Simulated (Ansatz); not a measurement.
## Response to strain in Al2O3

Start from Al2O3 in the corundum structure (space group R-3c, No. 167; a = 4.774 Å, c = 13.015 Å (hexagonal axes)). Axes: x lies along a and z along c of the hexagonal cell.

Strains are applied to the cell and any free atomic positions relax.

Level of theory: plane-wave PAW DFT at the PBEsol level (Ansatz, an electronic-structure program, 420 eV), scalar-relativistic without spin-orbit coupling.

Notes on the quantities. energy relative to the base: free energy F.

```tsv
case	energy relative to the base	band gap	electron mass	shortest interatomic distance
base	0 meV/atom	6.03 eV	0.40 mₑ along c, 0.37 mₑ across (at Γ)	1.861 Å
uniaxial strain ε_xx = +0.75 %	+0.7 meV/atom	5.91 eV	0.40 mₑ along z, 0.37 mₑ across (at Γ)	1.863 Å
uniaxial strain ε_xx = +1.50 %	+2.8 meV/atom	___	0.39 mₑ along z, 0.36 mₑ across (at Γ)	___
uniaxial strain ε_xx = +2.25 %	+6.1 meV/atom	___	0.39 mₑ along z, 0.36 mₑ across (at Γ)	1.868 Å
uniaxial strain ε_xx = +3.00 %	___	5.54 eV	0.34 mₑ along x, 0.36 mₑ along y, 0.39 mₑ along z (at Γ)	1.870 Å
```

Q: Fill in the withheld entries from the trend.

A: 
- uniaxial strain ε_xx = +1.50 %, band gap: 5.79 eV
- uniaxial strain ε_xx = +1.50 %, shortest interatomic distance: 1.866 Å
- uniaxial strain ε_xx = +2.25 %, band gap: 5.66 eV
- uniaxial strain ε_xx = +3.00 %, energy relative to the base: +11 meV/atom

Effective masses come from finite differences of ±0.01 Å⁻¹. Whether these cells are dynamically stable was not tested.
